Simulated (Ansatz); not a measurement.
Consider MgSe in the rock salt structure (space group Fm-3m, No. 225; a = 5.3913 Å).

Level of theory: LDA in Ansatz (plane waves to 420 eV, PAW, without spin-orbit coupling).

Before the change:

Smallest direct gap: 2.60 eV
Width of the top valence band: 2.68 eV

It is then changed as follows: an isotropic linear strain of −2.50 %, atoms relaxed at fixed cell.

Task: What happens to the smallest direct gap, width of the top valence band and energy relative to the base?

Result: The smallest direct gap rises by 0.56 eV to 3.16 eV; the width of the top valence band grows by 0.25 eV, from 2.68 eV to 2.93 eV; the energy grows by 26 meV/atom.

No phonon test of stability was made.

Ansatz is a first-principles code.
